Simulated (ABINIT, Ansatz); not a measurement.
An ABINIT input for a self-consistent single point of IrO₂ (P4_2/mnm, 6 atoms in the cell) (DFT, PBE, plane waves, norm-conserving pseudopotentials (PseudoDojo nc-sr-05 PBE standard)):

```
# IrO2, PseudoDojo nc-sr-05 PBE standard
pp_dirpath "./"
pseudos "Ir.upf, O.upf"
acell 3*1.0
rprim
         8.5037675608    0.0000000000    0.0000000000
         0.0000000000    8.5037675608    0.0000000000
         0.0000000000    0.0000000000    5.9526372926
natom 6
ntypat 2
znucl 77 8
typat 1 1 2 2 2 2
xcart
         0.0000000000    0.0000000000    0.0000000000
         2.2500000000    2.2500000000    1.5750000000
         1.3860000000    1.3860000000    0.0000000000
         3.6360000000    0.8640000000    1.5750000000
         0.8640000000    3.6360000000    1.5750000000
         3.1140000000    3.1140000000    0.0000000000
      Angstrom
ecut 42
ixc 11
occopt 3
tsmear 0.1 eV
nband 37
kptopt 1
ngkpt 5 5 8
nshiftk 1
shiftk 0 0 0
nstep 50
tolvrs 1.0e-11
prtwf 0
prtden 0
enunit 2
```

Translate this input to Ansatz (a first-principles code).

One input that does it (others would too):

Ansatz 0.2 input:
```yaml
crystal:
  lattice:
    - [4.50000000, 0.00000000, 0.00000000]
    - [0.00000000, 4.50000000, 0.00000000]
    - [0.00000000, 0.00000000, 3.15000000]
  atoms:
    - { symbol: Ir, position: [0.00000000, 0.00000000, 0.00000000] }
    - { symbol: Ir, position: [0.50000000, 0.50000000, 0.50000000] }
    - { symbol: O, position: [0.30800000, 0.30800000, 0.00000000] }
    - { symbol: O, position: [0.80800000, 0.19200000, 0.50000000] }
    - { symbol: O, position: [0.19200000, 0.80800000, 0.50000000] }
    - { symbol: O, position: [0.69200000, 0.69200000, 0.00000000] }
kpoints:
  mp_grid: { grid: [5, 5, 8] }
hamiltonian:
  xc: pbe
  pseudopotentials: { kind: paw }
scf:
  occupations: { method: fermi_dirac, width: 0.1 eV }
output:
  forces: true
  eigenvalues: true
  stress: true
```

Basis settings and potentials, where a program has them, do not carry over. This input uses DFT, PBE, plane waves, default PAW files. Both were run: pressure 5.82 GPa in ABINIT and 6.06 in Ansatz; largest force 0.007 eV/Å in ABINIT and 0.006 in Ansatz. Ansatz's pressure is the one without its finite-basis correction.

On ABINIT: the starting cell has typed, rounded lattice constants, without a prior relaxation at this level. Spin polarisation is off. With a pressure of about 6 GPa the cell is away from its equilibrium volume at this level.

On Ansatz: the starting cell has typed, rounded lattice constants, without a prior relaxation at this level. Spin polarisation is off. With a pressure of about 7 GPa the cell is away from its equilibrium volume at this level.
